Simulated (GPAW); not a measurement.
Band structure of HgAsPd5 (P4/mmm, 7 atoms in the cell).

```
HgAsPd5
1.0
    4.10257     0.00000     0.00000
    0.00000     4.10257     0.00000
    0.00000     0.00000     7.23312
Hg As Pd
1 1 5
Direct
  0.50000   0.50000   0.00000
  0.00000   0.00000   0.50000
  0.00000   0.00000   0.00000
  0.50000   0.00000   0.70767
  0.50000   0.00000   0.29233
  0.00000   0.50000   0.70767
  0.00000   0.50000   0.29233
```

Computed with LDA (Perdew-Wang 92), GPAW PAW datasets LDA (gpaw-data 1.0.1) (plane waves; GPAW).

Settings: mode = pw; ecut = 550 eV; xc = LDA; kpts = 6 6 3; mesh shift (steps) = 0 0 0; occupations.name = methfessel-paxton; occupations.width = 0.05 eV; occupations.order = 0; nbands = -11; convergence.density = 1e-05 e/electron; symmetry.symmorphic = false; symmetry.tolerance = 0.0005; maxiter = 150; bandpath_npoints = 40.

The starting cell comes from a database of computed structures (which also holds hypothetical and non-ambient phases and stackings), without a prior relaxation at this level. Its lattice was rescaled by a random factor within 2.5 % of one. Spin-orbit coupling is off. Spin polarisation is off; with an odd number of electrons in the cell that forces a metal, and a magnetic state may lie lower.

Levels in eV from the Fermi level, bands 48 to 55:
| point | 48 | 49 | 50 | 51 | 52 | 53 | 54 | 55 |
|---|---|---|---|---|---|---|---|---|
| Γ | -0.85 | -0.85 | -0.24 | -0.22 | 0.28 | 0.28 | 2.60 | 2.74 |
| X | -1.38 | -1.33 | -0.66 | -0.18 | 0.04 | 0.28 | 1.25 | 2.25 |
| M | -0.83 | -0.60 | -0.60 | -0.45 | -0.45 | 0.20 | 0.96 | 0.96 |
| Z | -1.01 | -0.40 | -0.24 | -0.22 | 1.04 | 1.84 | 1.84 | 3.35 |
| R | -1.29 | -1.27 | -1.11 | -1.06 | -0.60 | 2.35 | 2.54 | 2.67 |
| A | -0.98 | -0.80 | -0.40 | -0.10 | 0.45 | 0.45 | 0.76 | 0.98 |

Bands cross the Fermi level along this path, so the cell is metallic at this level.
